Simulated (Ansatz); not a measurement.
An Ansatz (an electronic-structure program) input (PBEsol in Ansatz (plane waves to 420 eV, PAW, spin-orbit coupling left out)):

Ansatz 0.2 input:
```yaml
crystal:
  lattice:
    - [0, 5.877402492, 5.877402492]
    - [5.877402492, 0, 5.877402492]
    - [5.877402492, 5.877402492, 0]
  atoms:
    - { symbol: Pt, position: [0, 0, 0] }
    - { symbol: Pt, position: [0, 0, 0.3333333333] }
    - { symbol: Pt, position: [0, 0, 0.6666666667] }
    - { symbol: Pt, position: [0, 0.3333333333, 0] }
    - { symbol: Pt, position: [0, 0.3333333333, 0.3333333333] }
    - { symbol: Pt, position: [0, 0.3333333333, 0.6666666667] }
    - { symbol: Pt, position: [0, 0.6666666667, 0] }
    - { symbol: Pt, position: [0, 0.6666666667, 0.3333333333] }
    - { symbol: Pt, position: [0, 0.6666666667, 0.6666666667] }
    - { symbol: Pt, position: [0.3333333333, 0, 0] }
    - { symbol: Pt, position: [0.3333333333, 0, 0.3333333333] }
    - { symbol: Pt, position: [0.3333333333, 0, 0.6666666667] }
    - { symbol: Pt, position: [0.3333333333, 0.3333333333, 0] }
    - { symbol: Pt, position: [0.3333333333, 0.3333333333, 0.3333333333] }
    - { symbol: Pt, position: [0.3333333333, 0.3333333333, 0.6666666667] }
    - { symbol: Pt, position: [0.3333333333, 0.6666666667, 0] }
    - { symbol: Pt, position: [0.3333333333, 0.6666666667, 0.3333333333] }
    - { symbol: Pt, position: [0.3333333333, 0.6666666667, 0.6666666667] }
    - { symbol: Pt, position: [0.6666666667, 0, 0] }
    - { symbol: Pt, position: [0.6666666667, 0, 0.3333333333] }
    - { symbol: Pt, position: [0.6666666667, 0, 0.6666666667] }
    - { symbol: Pt, position: [0.6666666667, 0.3333333333, 0] }
    - { symbol: Pt, position: [0.6666666667, 0.3333333333, 0.3333333333] }
    - { symbol: Pt, position: [0.6666666667, 0.3333333333, 0.6666666667] }
    - { symbol: Pt, position: [0.6666666667, 0.6666666667, 0] }
    - { symbol: Pt, position: [0.6666666667, 0.6666666667, 0.3333333333] }
    - { symbol: Pt, position: [0.6666666667, 0.6666666667, 0.6666666667] }
    - { symbol: Li, position: [0.0833333333, 0.0833333333, 0.0833333333] }
basis: { ecutwfc: 420, ecutrho_ratio: 4, xc_grid: 2, fft_grid_basis: typed }
kpoints: { mp_grid: { grid: [5, 5, 5] } }
hamiltonian:
  xc: pbesol
  dispersion: none
  pseudopotentials: { kind: paw }
scf: { occupations: { method: fermi_dirac, width: 0.05 }, convergence: { dr2_threshold: 0.0000000028 } }
relax: { f_tol: 0.02, max_steps: 45 }
output: { forces: true, stress: true }
checkpoint: { write: state.ck, write_every: 1000 }
```

Problem. Which symmetry and how many k-points will the program report, and about how many plane waves at Γ?

Solution. Space group F-43m (ITA 216) with 24 operations, k-points 10 of 125, and 7823 plane waves at Γ.

Problem. And the final pressure?

Solution. 10.74 GPa (compression positive).

The cell is small, so the values are those of an ordered compound at a high defect concentration; dilute-limit values will differ. The defect started on the symmetric site and kept its symmetry, so it may sit on a saddle. The final runs are not spin-polarised. The cell was made from Pt in the fcc (Cu type) structure (space group Fm-3m, No. 225) by this change: Li interstitial (started 1.70 Å from the nearest host atom). The defect cell is not spin-polarised.
